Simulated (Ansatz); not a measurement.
Here is the system:

```xyz
2
Lattice="3.6292 0.0000 0.0000 0.0000 3.6292 0.0000 1.8146 -1.8146 2.5196" Properties=species:S:1:pos:R:3 pbc="T T T"
Be     0.0000     0.0000     0.0000
Se     3.6292     1.8146     1.2598
```

No spin polarisation.

Computed with DFT with LDA, PAW potentials and a 420 eV plane-wave cutoff in Ansatz (a program for electronic structure), without spin-orbit coupling. Γ-centred 11×11×11 mesh, Fermi–Dirac width 0.05 eV.

Q: Predict the valence-band top at Γ and band gap.

A: The valence-band top at Γ (three highest levels, from the VBM) is 0.00, -0.10, -0.10 eV and the band gap is 2.28 eV.

The cells carry an imposed strain or load. Whether these cells are dynamically stable was not tested. The cell was made from BeSe in the zinc blende structure (space group F-43m, No. 216) by this change: biaxial strain +1.00 %, plane normal [001], relaxed out of plane.
